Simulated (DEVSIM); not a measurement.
Device: Pd/SiO2/n-Ge capacitor, at 300 K.

Layer 1 from the left is SiO2, thickness (nm) 4.40. Layer 2 from the left is Ge, thickness (nm) 1900, Nd (cm⁻³) 1e17.

Metal gate on the left, work function 5.2 eV. Fixed charge at the semiconductor interface 0 cm⁻² (in units of +e); no interface traps.

This is a model device: material constants are rounded textbook-type values typed into the input, and sizes, dopings and lifetimes were drawn at random. Values at 300 K.

SiO2: gap (eV) 9, affinity (eV) 0.9, permittivity 3.9. Ge: gap (eV) 0.664, affinity (eV) 4, permittivity 16, Nc (cm⁻³) 1.04e19, Nv (cm⁻³) 6e18.

Model (solved in DEVSIM): 1D Poisson equation in equilibrium, Boltzmann statistics, complete ionisation; no quantum confinement or tunnelling. Metal contacts follow the ideal Schottky-Mott rule: no Fermi-level pinning, no interface dipoles.

Problem. What does the simulation give for the flat-band voltage, the threshold voltage (band bending 2φF), the minimum of the low-frequency capacitance?

Solution. flat-band voltage 1.08 V; threshold voltage (band bending 2φF) 0.46 V; minimum of the low-frequency capacitance 0.156 μF/cm².
